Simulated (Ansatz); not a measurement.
ZrO2: pressure series

Consider ZrO2 (space group P4_2/nmc, No. 137; a = 3.6013 Å, c = 5.2281 Å).

Cell and atoms are relaxed at each pressure.

The values are results of Ansatz (an electronic-structure program), r2SCAN, PAW, cutoff 500 eV, without spin-orbit coupling, not measurements.

| P (GPa) | V (Å³/atom) |
|---|---|
| -2.01 | 11.431 |
| -1.00 | 11.364 |
| 0.90 | 11.245 |
| 2.11 | 11.173 |
| 4.51 | 11.041 |
| 9.01 | 10.816 |
| 15.01 | 10.555 |
| 22.51 | 10.274 |
| 30.01 | 10.030 |

### Question
Fit a third-order Birch–Murnaghan equation of state.

### Answer
Least squares on P(V) = (3B₀/2)[(V₀/V)^(7/3) − (V₀/V)^(5/3)]·[1 + (3/4)(B₀′ − 4)((V₀/V)^(2/3) − 1)] gives V₀ = 11.30 Å³/atom, B₀ = 183 GPa and B₀′ = 5.4.

Load acts through the strain it causes; cell and atoms are relaxed under it. Whether these cells are dynamically stable was not tested. Competing high-pressure phases were not computed. This is not the structure that ZrO2 has at room temperature and ambient pressure.
